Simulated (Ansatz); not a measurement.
Response to strain in Ti

Take Ti in the hcp (Mg type) structure (space group P6_3/mmc, No. 194; a = 2.937 Å, c = 4.641 Å; relaxed with 0.1 eV smearing) as the base. Axes: x lies along a and z along c of the hexagonal cell.

Strains are applied to the cell and any free atomic positions relax; under biaxial strain the out-of-plane vector relaxes too.

All numbers come from r2SCAN/PAW in Ansatz (an electronic-structure program), scalar-relativistic without spin-orbit coupling, earlier PAW set.

Notes on the quantities. pressure: mean of the normal stresses, compression positive.

```json
[
 {"variant": "base", "pressure": "0.0 GPa", "volume per atom": "17.33 Å³", "space group": "P6_3/mmc (No. 194)"},
 {"variant": "biaxial strain −1.73 %, plane normal [001], relaxed out of plane", "pressure": "2.6 GPa", "volume per atom": "16.97 Å³", "space group": "P6_3/mmc (No. 194)"},
 {"variant": "biaxial strain −1.23 %, plane normal [001], relaxed out of plane", "pressure": "1.8 GPa", "volume per atom": "17.07 Å³", "space group": "P6_3/mmc (No. 194)"},
 {"variant": "biaxial strain +0.97 %, plane normal [001], relaxed out of plane", "pressure": "-1.4 GPa", "volume per atom": "17.54 Å³", "space group": "P6_3/mmc (No. 194)"},
 {"variant": "biaxial strain +2.28 %, plane normal [001], relaxed out of plane", "pressure": "-3.1 GPa", "volume per atom": "17.82 Å³", "space group": "P6_3/mmc (No. 194)"},
 {"variant": "isotropic strain −1.02 %", "pressure": "(withheld)", "volume per atom": "16.81 Å³", "space group": "P6_3/mmc (No. 194)"},
 {"variant": "isotropic strain +2.37 %", "pressure": "-7.2 GPa", "volume per atom": "18.59 Å³", "space group": "P6_3/mmc (No. 194)"},
 {"variant": "isotropic strain +4.31 %", "pressure": "-11.8 GPa", "volume per atom": "19.67 Å³", "space group": "P6_3/mmc (No. 194)"},
 {"variant": "uniaxial strain ε_zz = −1.03 %", "pressure": "1.2 GPa", "volume per atom": "17.15 Å³", "space group": "P6_3/mmc (No. 194)"},
 {"variant": "tensor shear ε_xy = +2.68 %", "pressure": "0.1 GPa", "volume per atom": "17.32 Å³", "space group": "P2_1/m (No. 11)"}
]
```

### Question
What belongs in the blanks?

### Answer

- isotropic strain −1.02 %, pressure: 3.8 GPa

No phonon test of stability was made. All final runs are without spin polarisation.
